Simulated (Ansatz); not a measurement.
Consider Pt in the fcc (Cu type) structure (space group Fm-3m, No. 225; a = 3.9415 Å; relaxed with 0.1 eV smearing). Axes: x, y, z lie along the cube axes.

Level of theory: r2SCAN, PAW, 500 eV (Ansatz, a program for electronic structure; no spin-orbit coupling), earlier PAW set.

Strains are applied to the cell and any free atomic positions relax; under biaxial strain the out-of-plane vector relaxes too.

One change was made to it. Results:

The pressure (mean of the normal stresses, compression positive) goes from zero to -1.2 GPa; the energy grows by 0.3 meV/atom.

Q: Which change produced these results?
(A) uniaxial strain ε_yy = +0.45 %
(B) biaxial strain −2.33 %, plane normal [001], relaxed out of plane
(C) biaxial strain +1.15 %, plane normal [111], relaxed out of plane
(D) biaxial strain −0.94 %, plane normal [110], relaxed out of plane

A: A, uniaxial strain ε_yy = +0.45 %. For comparison, the energy relative to the base in the other runs: biaxial strain +1.15 %, plane normal [111], relaxed out of plane gives +3.8 meV/atom; biaxial strain −2.33 %, plane normal [001], relaxed out of plane gives +14 meV/atom; biaxial strain −0.94 %, plane normal [110], relaxed out of plane gives +2.3 meV/atom.

No phonon test of stability was made. The final runs are not spin-polarised.
